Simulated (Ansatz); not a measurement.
Levels about the gap of amorphous Si$_{12}$Sb$_{12}$S$_{36}$ (60 atoms in a cell of 1561 Å³, 3.14 g/cm³; zone centre alone, so wide bands show as single levels with stretches between that a denser mesh fills), at the geometry that PBE-D3(BJ) relaxed, where it gives 0.0 GPa on a denser mesh. The participation number counts the atoms over which a state spreads; weights are charges in smoothed Voronoi cells. The levels come from a single point, so bond lengths are those of that geometry. Method of the levels: r2SCAN, scalar-relativistic without spin-orbit coupling (Ansatz, a first-principles code). Sampling: the zone centre alone; Fermi-Dirac width 0.05 eV; no spin polarisation.

The cell was made by melting and quenching with the CHGNet potential and then relaxed with DFT. The hot cell started wider than the set density and was brought back towards it in steps. It is the lowest in DFT energy of 3 quenches. It is a model cell: composition and starting density were chosen by hand, and all elements were melted together. The geometry includes D3(BJ) dispersion. Its density started from a set value of 2.93 and ended at 3.14 g/cm³. Cooling (nominally 120 K/ps over its main leg) ran many orders faster than in experiment, which tends to leave more defects and strain. One small periodic cell is one sample of the glass; other quenches scatter about these values. Volume and shape were free in the relaxation.

```
E - E(highest filled), eV  filling  participation number        largest on  weight S  weight Sb  weight Si
-------------------------  -------  --------------------  ----------------  --------  ---------  ---------
-1.57                       filled                  16.8   S, 2 neighbours      0.87       0.09       0.05
-1.50                       filled                   5.8   S, 2 neighbours      0.88       0.07       0.05
-1.35                       filled                  22.4  Sb, 3 neighbours      0.58       0.37       0.05
-1.27                       filled                  22.8  Sb, 3 neighbours      0.58       0.38       0.04
-0.94                       filled                  14.8  Sb, 3 neighbours      0.43       0.53       0.04
-0.87                       filled                  15.6  Sb, 3 neighbours      0.40       0.55       0.04
0.00                        filled                   5.7  Sb, 2 neighbours      0.28       0.68       0.04
0.82                         empty                  18.6  Sb, 3 neighbours      0.40       0.57       0.03
0.96                         empty                  22.5  Sb, 3 neighbours      0.36       0.57       0.07
1.20                         empty                  12.6  Sb, 3 neighbours      0.42       0.50       0.08
1.26                         empty                  25.7  Sb, 3 neighbours      0.39       0.55       0.06
1.42                         empty                  19.7  Sb, 3 neighbours      0.43       0.48       0.09
1.43                         empty                  27.0  Sb, 3 neighbours      0.43       0.46       0.11
1.43                         empty                  19.7  Sb, 3 neighbours      0.39       0.54       0.07
```

Most localised among these is the filled level at +0.00 eV, on a Sb atom, which has 2 neighbours (S 2.51 Å, S 2.54 Å).
